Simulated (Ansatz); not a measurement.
# (Ti,Hf)Si2: HfTiSi4

A 24-atom cell of (Ti,Hf)Si2 started in the ZrSi2 (C49) type structure, site fractions Ti 0.500, Hf 0.500, short-range order +0.33 among the nearest mixed sites of the first mixed sublattice (0 is random, a negative value favours unlike neighbours), space group P2_1/m at the end, an ordered arrangement that its symmetry holds.

The mixing enthalpy is taken against the end members in the ZrSi2 (C49) type type (which need not be the stable form of every end member), relaxed in the same cell and mesh.

These are PBE (plane waves to 420 eV, PAW; Ansatz, a program for electronic structure) values and carry that method's errors. Scalar-relativistic, without spin–orbit coupling; the runs are not spin-polarised. Its k-point mesh 6×5×5, Fermi–Dirac width 0.05 eV.

| Item | Value |
|---|---|
| volume per atom | 15.40 Å³ |
| Si–Ti bonds (within 1.22 times the sum of covalent radii) | 2.689 Å on average, from 2.584 to 2.873 (40) |
| Hf–Si bonds (within 1.22 times the sum of covalent radii) | 2.782 Å on average, from 2.707 to 2.953 (40) |
| mixing enthalpy per site of the mixed sublattice | 22 meV |
| departure of the mean lattice parameter from Vegard's line | under 0.15 %, inside the noise of the relaxations |

```yaml
crystal:
  lattice:
    - [-0.00049, -0.00022, 7.23840]
    - [1.80231, -7.07078, 3.61929]
    - [7.22157, 0.00295, -3.61969]
  atoms:
    - { symbol: Ti, position: [0.00799, 0.78649, 0.05249] }
    - { symbol: Ti, position: [0.50799, 0.78649, 0.05249] }
    - { symbol: Hf, position: [0.25401, 0.79415, 0.55220] }
    - { symbol: Hf, position: [0.75401, 0.79415, 0.55220] }
    - { symbol: Hf, position: [0.74599, 0.20585, 0.44780] }
    - { symbol: Hf, position: [0.24599, 0.20585, 0.44780] }
    - { symbol: Ti, position: [0.99201, 0.21351, 0.94751] }
    - { symbol: Ti, position: [0.49201, 0.21351, 0.94751] }
    - { symbol: Si, position: [0.42315, 0.11173, 0.20803] }
    - { symbol: Si, position: [0.92315, 0.11173, 0.20803] }
    - { symbol: Si, position: [0.68571, 0.11399, 0.73539] }
    - { symbol: Si, position: [0.18571, 0.11399, 0.73539] }
    - { symbol: Si, position: [0.31429, 0.88601, 0.26461] }
    - { symbol: Si, position: [0.81429, 0.88601, 0.26461] }
    - { symbol: Si, position: [0.57685, 0.88827, 0.79197] }
    - { symbol: Si, position: [0.07685, 0.88827, 0.79197] }
    - { symbol: Si, position: [0.80958, 0.50224, 0.37135] }
    - { symbol: Si, position: [0.30958, 0.50224, 0.37135] }
    - { symbol: Si, position: [0.06553, 0.49732, 0.87844] }
    - { symbol: Si, position: [0.56553, 0.49732, 0.87844] }
    - { symbol: Si, position: [0.93447, 0.50268, 0.12156] }
    - { symbol: Si, position: [0.43447, 0.50268, 0.12156] }
    - { symbol: Si, position: [0.19042, 0.49776, 0.62865] }
    - { symbol: Si, position: [0.69042, 0.49776, 0.62865] }
```
